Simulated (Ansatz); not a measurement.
The parent structure is Au in the fcc (Cu type) structure (space group Fm-3m, No. 225; a = 4.083 Å).

Computed with Ansatz (a first-principles code) PBEsol, no spin-orbit coupling.

One change was made to it. Results:

```csv
quantity,base,after
band gap,zero,zero
shortest interatomic distance,2.887 Å,2.771 Å
```

### Question
Which change produced these results?
A. Au → Pt
B. Au → Cu
C. Au → As

### Answer
A, Au → Pt. For comparison, the shortest interatomic distance in the other runs: Au → As gives 2.964 Å; Au → Cu gives 2.520 Å.

No phonon test of stability was made. As relaxed here, As is a hypothetical phase, not in the database extracts checked. The final runs are not spin-polarised.
